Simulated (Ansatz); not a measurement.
K3CuC4N4 (R3c), PBEsol, rigid bands (Ansatz, a program for electronic structure): N_c = 3.32e20 cm⁻³ at 300 K and an electron conductivity mass of 5.31 mₑ along y (a = (4.84, 2.79, 5.62) Å; b = (-4.84, 2.79, 5.62) Å; c = (0.00, -5.58, 5.62) Å).

Q: For 1e16 electrons per cm³ at 300 K, place the Fermi level, estimate the Seebeck coefficient of a parabolic band with constant τ, and give mobility and conductivity for τ = 20 fs.

A: The level lies k_BT ln(N_c/n) = 0.269 eV below the conduction-band minimum. S ≈ −(k_B/e)[ln(N_c/n) + 5/2] = -1113 μV/K, against -1090 μV/K from the full bands (mean over directions). μ = eτ/m = 6.62 cm²/(V·s) and σ = neμ = 0.0106 S/cm. τ is assumed, not computed.

Band transport and this doping are assumed; polarons and phonon drag are left out. Spin-orbit coupling is left out.

Computed structure with no diffraction record at hand here (it may be known, metastable or hypothetical): K3CuC4N4 (R3c).
